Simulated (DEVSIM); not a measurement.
Structure: Cr/SiO2/n-Ge capacitor, at 350 K.

Layer 1 from the left is SiO2, thickness (nm) 12.0. Layer 2 from the left is Ge, thickness (nm) 3500, Nd (cm⁻³) 2.9e16.

Metal gate on the left, work function 4.5 eV. Fixed charge at the semiconductor interface -7.4e10 cm⁻² (in units of +e); no interface traps.

The device is made up for the run: typed textbook-type constants, with dimensions and the other settings drawn at random. Values at 300 K; Nc and Nv go as T^1.5, mobilities as T to minus their exponent, the gap by Varshni's rule with the affinity fixed.

SiO2: gap (eV) 9, affinity (eV) 0.9, permittivity 3.9. Ge: gap (eV) 0.664, affinity (eV) 4, permittivity 16, Nc (cm⁻³) 1.04e19, Nv (cm⁻³) 6e18, Varshni α (eV/K) 0.000477, Varshni β (K) 235.

Estimate by hand the flat-band voltage, the threshold voltage, and compare with a numerical solution.


- Flat-band voltage: C = 0.288 μF/cm², work-function difference 0.316 V; VFB = φms − qNf/C = 0.36 V; numerical 0.36 V.
- Threshold voltage: φF = 0.146 V, depletion charge √(4εqNφF) = 6.20e-8 C/cm²; VT = VFB − 2φF − Qd/C = -0.15 V; numerical -0.15 V.

Model (solved in DEVSIM): 1D Poisson equation in equilibrium, Boltzmann statistics, complete ionisation; no quantum confinement or tunnelling. Metal contacts follow the ideal Schottky-Mott rule: no Fermi-level pinning, no interface dipoles.
